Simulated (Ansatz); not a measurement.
Results of PBEsol (PAW; Ansatz, an electronic-structure program) for WSi₂ (model structure, started from the AlB2 type, P6/mmm, No. 191, 3 atoms in the cell).

Numerical settings: plane-wave cutoff 520 eV, 18×18×12 k mesh (along the axes of the cell as run), Fermi–Dirac smearing 0.05 eV, no spin polarisation, scalar-relativistic PAW data made under PBE.

Cell (relaxed at this level):

```cif
data_Si2W
_chemical_formula_sum 'W1 Si2'
_space_group_name_H-M_alt 'P6/mmm'
_space_group_IT_number 191
_space_group_name_Hall '-P 6 2'
_cell_length_a 4.29237
_cell_length_b 4.29237
_cell_length_c 2.57741
_cell_angle_alpha 90.000
_cell_angle_beta 90.000
_cell_angle_gamma 120.000
loop_
_atom_site_label
_atom_site_type_symbol
_atom_site_symmetry_multiplicity
_atom_site_Wyckoff_symbol
_atom_site_fract_x
_atom_site_fract_y
_atom_site_fract_z
_atom_site_occupancy
W1 W 1 a 0.00000 0.00000 0.00000 1
Si1 Si 2 d 0.33333 0.66667 0.50000 1
```

**Question.** Give the computed bulk modulus B0.

**Answer.** 
bulk modulus B0: 197 GPa

Note: the run has no spin polarisation, so it can have missed a magnetic state; the bulk modulus is −V dP/dV from two relaxed cells at ±2 % in volume; the relaxation could raise the start's symmetry but not lower it, so the cell can be a saddle point.

Spin–orbit coupling is not included; it can open a gap where bands touch, and shift volumes and moduli.

A model structure was made by putting elements into a prototype or built by hand; it is no filed structure, need not be a known phase, and can be a saddle point held by its symmetry.
